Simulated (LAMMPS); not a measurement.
Fault surfaces of Cu (fcc) on several planes, rigid shifts with relaxation along the normal.

Level of theory: machine-learned potential (static), pair style snap, file Cu_Zuo_JPCA2020.snap (LAMMPS).

```
plane  largest on the first line  largest on the surface  first line along
-----  -------------------------  ----------------------  ----------------
(001)                  939 mJ/m²              1780 mJ/m²            [1-10]
(110)                 1610 mJ/m²              2090 mJ/m²             [001]
(111)                  533 mJ/m²              1150 mJ/m²            [1-10]
```
